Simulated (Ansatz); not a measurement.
InSb, response to strain

Start from InSb in the zinc blende structure (space group F-43m, No. 216; a = 6.5198 Å). Axes: x, y, z lie along the cube axes.

Strains are applied to the cell and any free atomic positions relax; under biaxial strain the out-of-plane vector relaxes too.

All numbers come from PBEsol (Ansatz, a program for electronic structure, PAW, spin-orbit coupling left out), earlier PAW set.

Notes on the quantities. energy relative to the base: free energy F; pressure: mean of the normal stresses, compression positive.

| variant | energy relative to the base | volume per atom | pressure |
|---|---|---|---|
| base | 0 meV/atom | 34.64 Å³ | 0.0 GPa |
| biaxial strain −2.39 %, plane normal [001], relaxed out of plane | +7.5 meV/atom | 33.86 Å³ | 1.0 GPa |
| biaxial strain −1.32 %, plane normal [110], relaxed out of plane | +3.1 meV/atom | 34.07 Å³ | 0.7 GPa |
| biaxial strain −0.89 %, plane normal [111], relaxed out of plane | +1.5 meV/atom | 34.21 Å³ | 0.5 GPa |
| isotropic strain −0.34 % | +0.5 meV/atom | 34.29 Å³ | 0.4 GPa |
| uniaxial strain ε_yy = +1.61 % | +1.7 meV/atom | 35.20 Å³ | -0.7 GPa |
| uniaxial strain ε_yy = +1.68 % | +1.9 meV/atom | 35.22 Å³ | -0.7 GPa |
| tensor shear ε_xy = +0.44 % | +0.2 meV/atom | 34.64 Å³ | 0.0 GPa |

Stability against distortions was not tested. The final runs are not spin-polarised.
